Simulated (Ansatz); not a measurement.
For PdBi (P6_3/mmc), PBEsol, DFPT electron-phonon coupling, linearised Boltzmann equation in Ansatz (a quantum-chemistry and plane-wave program) gives a transport coupling λ_tr = 0.470 and a Drude plasma energy ħω_p = 7.16 eV along x (a = (4.26, 0.00, 0.00) Å; b = (-2.13, 3.69, 0.00) Å; c = (0.00, 0.00, 5.63) Å).

Estimate the resistivity at 300 K from the high-temperature formula ρ = 2π λ_tr k_B T / (ħ ε₀ ω_p²), and say how the full Boltzmann solution compares.

The scattering rate is 1/τ = 2π λ_tr k_B T/ħ = 1.16e14 s⁻¹ and ω_p = 1.09e16 s⁻¹, so ρ ≈ 11.1 μΩ·cm. The Boltzmann solution gives 10.8 μΩ·cm, 0.97 times the estimate.

A metal at this level (no band gap). Only scattering by harmonic phonons is included (no impurities, grain boundaries, electron-electron scattering or thermal expansion). Spin-orbit coupling is left out, which matters with elements this heavy. The self-energy correction of the phonons between q points moved λ by 3 %. The squared frequency of the phonon mode least converged on the k mesh is uncertain by 13 %. The run warned that the eigensolver left some states short of its tolerance. Halving the electron mesh (24x24x16) moves the resistivity by up to 7 % at 300 K, the coupling by up to 4 %. Smearing 0.20 eV; phonons on a 4x4x3 q mesh, which this run doesn't test.

Formula and space group known from diffraction (Crystallography Open Database), not checked to be the room-temperature form: PdBi (P6_3/mmc).
